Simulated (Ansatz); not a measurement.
The starting structures come from a database of crystals and need not be the phases stable at ambient conditions.

 Where the default PAW files enter, the runs use the earlier of Ansatz's two default sets.

By PBEsol, the system below comes out a metal.

A figure of merit of an interconnect metal is its ballistic conductance per area.

Here is the system:

```
Sn
1.0
    3.19860     0.00000     0.00000
   -1.59930     4.15799     0.00000
    1.59930     0.00000     4.03325
Sn
2
Direct
  0.75000   0.50000   0.50000
  0.00000   0.00000   0.00000
```

Space group of this cell: Fddd. The cell is strained (lengths along the current scaled by 0.97, ions clamped).

The current flows along the normal of the first two printed cell vectors. No spin-orbit coupling; the value is a mean over 0.1 eV about the Fermi level.

Question: Give the ballistic conductance per area that PBEsol in Ansatz (an electronic-structure program) yields.

Answer: 0.95 × 10¹⁵ S/m² for both spins.
